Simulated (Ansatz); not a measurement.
An Ansatz (a quantum-chemistry and plane-wave program) run: a single point on BP with a change (pressure −1 GPa), its geometry relaxed with r2SCAN; plane-wave PAW DFT at the HSE06 level (Ansatz, 420 eV), scalar-relativistic without spin-orbit coupling.

Input:

Ansatz 0.2 input:
```yaml
crystal:
  lattice:
    - [0, 2.2727540191, 2.2727540191]
    - [2.2727540191, 0, 2.2727540191]
    - [2.2727540191, 2.2727540191, 0]
  atoms:
    - { symbol: P, position: [0.75, 0.75, 0.75] }
    - { symbol: B, position: [0, 0, 0] }
basis: { ecutwfc: 420, ecutrho_ratio: 4, xc_grid: 2, fft_grid_basis: typed }
kpoints: { mp_grid: { grid: [8, 8, 8] } }
hamiltonian:
  xc: hse06
  dispersion: none
  pseudopotentials: { kind: paw }
scf: { occupations: { method: fermi_dirac, width: 0.01 } }
output: { eigenvalues: true, eigenstates: { kpoints: [[0, 0, 0], [-0.416667, -0.416667, 0], [-0.5, -0.5, 0], [-0.375, 0, 0.375], [-0.375, -0.375, 0.25]] } }
```

Output (explanatory and most iteration lines left out):

```
Pseudopotential: P, paw, valence charge 5
Pseudopotential: B, paw, valence charge 3
Crystal: 2 atoms, lattice volume = 23.479 Å³
Basis set: ecut = 420 eV, 459 PW (Γ), exchange–correlation on 48×48×48 points (8 copies of the dense FFT grid, shifted against one another)
Bands: 8, of which v1, the nominal top of the filled ones, is band 4 counted from 1 (3 counted from 0)
Symmetry: 24 space group operations
Space group: F-43m (ITA 216), of the structure as read, at distance tolerance 2.9e-5 Å
k-points: 29 of 512 (time reversal used)
Functional: x = pbe(κ = 0.804, μ = 0.2195149727645171), c = pbe(β = 0.06672455060314922), warm-up for x = pbe(κ = 0.804, μ = 0.2195149727645171) + 0.25 (exact …
SCF iter   1: F=—  HF=-912.440962 eV  |F-HF|=—  |Δ(HF+E_count)|=         —  Δρ=1.14e-3  dr2=1.64e-4  ethr=1.77e-3  ⟨swp⟩=7.0  Hψ=1145  notcnv=0
SCF iter   2: F=-912.441070 eV  HF=-912.441040 eV  |F-HF|=3.04e-5  |Δ(HF+E_count)|=   7.82e-5  Δρ=5.09e-4  dr2=2.13e-5  ethr=2.05e-6  ⟨swp⟩=4.3  Hψ=703  notcnv=0  defer=9
SCF 1 stopped early in 2 iterations: F = -912.441070 eV  dr2 = 2.13e-5
Crystal: 2 atoms, lattice volume = 23.479 Å³
Functional: x = pbe(κ = 0.804, μ = 0.2195149727645171) + 0.25 (exact − pbe) at short range (hse, ω = 0.20786987370883472 Å⁻¹), c = pbe(β = 0.06672455060314922); HSE06 as pw.x's `hse` composes it (authors' and Libxc's form: `xc: wpbeh`)
SCF iter   1: F=—  HF=-913.126951 eV  |F-HF|=—  |Δ(HF+E_count)|=         —  Δρ=4.33e-3  dr2=2.58e-3  ethr=2.66e-6  ⟨swp⟩=6.9  Hψ=1195  notcnv=0
SCF iter   2: F=—  HF=-913.125898 eV  |F-HF|=—  |Δ(HF+E_count)|=   1.05e-3  Δρ=1.94e-3  dr2=5.94e-4  ethr=2.66e-6  ⟨swp⟩=3.1  Hψ=644  notcnv=0
SCF 2 stopped early in 5 iterations: F = -913.127814 eV  dr2 = 1.37e-6
Crystal: 2 atoms, lattice volume = 23.479 Å³
SCF iter   1: F=—  HF=-913.127805 eV  |F-HF|=—  |Δ(HF+E_count)|=         —  Δρ=2.07e-5  dr2=1.52e-7  ethr=2.55e-7  ⟨swp⟩=4.1  Hψ=611  notcnv=0
SCF iter   2: F=-913.127805 eV  HF=-913.127805 eV  |F-HF|=1.85e-10  |Δ(HF+E_count)|=   3.26e-8  Δρ=5.78e-6  dr2=5.49e-9  ethr=3.52e-11  ⟨swp⟩=2.2  Hψ=866  notcnv=0
SCF 3 converged in 2 iterations: F = -913.127805 eV  dr2 = 5.49e-9
Free energy (F): -913.127805 eV
Internal energy: -913.127805 eV  (E = F + TS)
E sigma→0 (E₀):  -913.127805 eV
Fermi energy:    9.783198 eV
```

Single points use the geometry relaxed with r2SCAN. The hybrid gap comes from the SCF mesh plus the semilocal run's edge points and a few special points and is an upper bound. Load acts through the strain it causes; cell and atoms are relaxed under it. Stability against distortions was not tested. The cell was made from BP in the zinc blende structure (space group F-43m, No. 216) by this change: pressure −1 GPa.
